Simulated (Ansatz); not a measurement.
PbS: pressure 2.1 GPa

The reference is PbS in the rock salt structure (space group Fm-3m, No. 225; a = 5.9027 Å).

Perturbation: a hydrostatic pressure of 2.1 GPa.

Computed with Kohn–Sham DFT with the PBEsol functional, run in Ansatz (a first-principles code) with PAW and 420 eV plane waves, no spin-orbit coupling. Settings: 10×10×10 k-points, 0.05 eV Fermi–Dirac smearing.

| quantity | base | changed | shift |
|---|---|---|---|
| volume per atom | 25.71 Å³ | 24.87 Å³ | -0.832 Å³ |
| lattice parameter a | 5.903 Å | 5.838 Å | -0.0644 Å |
| enthalpy H = E + PV relative to the base's energy | – | +0.33 eV/atom | – |
| band gap | 0.19 eV | 0.06 eV | -0.13 eV |
| gap character | direct at L | direct at L | – |
| mean gap deformation potential ΔEg/Δln V | – | +4.1 eV | – |
| width of the top valence band | 3.58 eV | 3.85 eV | +0.27 eV |
| valley order (the lowest conduction-band minima on the path, energy above the VBM, named in the base's zone) | L along ⟨111⟩ 0.19 eV; a point along ⟨110⟩, about 0.7 Å⁻¹ from Γ 1.14 eV | L along ⟨111⟩ 0.06 eV; a point along ⟨110⟩, about 0.7 Å⁻¹ from Γ 1.05 eV | – |

With Pb present, leaving out spin-orbit coupling can change the band edges. Load acts through the strain it causes; cell and atoms are relaxed under it. No phonon test of stability was made. The zero or small gap of PbS can change with the level of theory.
